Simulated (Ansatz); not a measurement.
Consider Ba3As2 (space group P-3m1, No. 164; a hypothetical phase, not in the database extracts checked).

```xyz
5
Lattice="5.5898 0.0000 0.0000 -2.7949 4.8409 0.0000 0.0000 0.0000 7.1112" Properties=species:S:1:pos:R:3 pbc="T T T"
As     0.0000     3.2273     1.5314
As     2.7949     1.6136     5.5797
Ba     0.0000     0.0000     0.0000
Ba     0.0000     3.2273     4.9366
Ba     2.7949     1.6136     2.1746
```

Cartesian axes are those of the cell as printed.

Method: PBE (Ansatz, an electronic-structure program, PAW, scalar-relativistic without spin-orbit coupling).

One thing is altered: uniaxial strain ε_xx = +2.72 %, all other strain components held at zero, atoms relaxed at fixed cell.

Predict the stress tensor and what it implies for the stiffness.

Stress of the strained cell less that of the base (GPa, compression positive):
```
  -1.27    0.00    0.00
   0.00   -0.68   -0.18
   0.00   -0.18   -0.54
```

Then −Δσ_ii/ε with ε = 0.0272 gives secant stiffness values (nonlinear terms included at this strain): C11 ≈ 47 GPa, C12 ≈ 25 GPa and C13 ≈ 20 GPa.

As a check, the harmonic strain energy −½ V₀ Δσ:ε is 4.2 meV/atom; the computed energy rise is 4.3 meV/atom.

Stability against distortions was not tested.
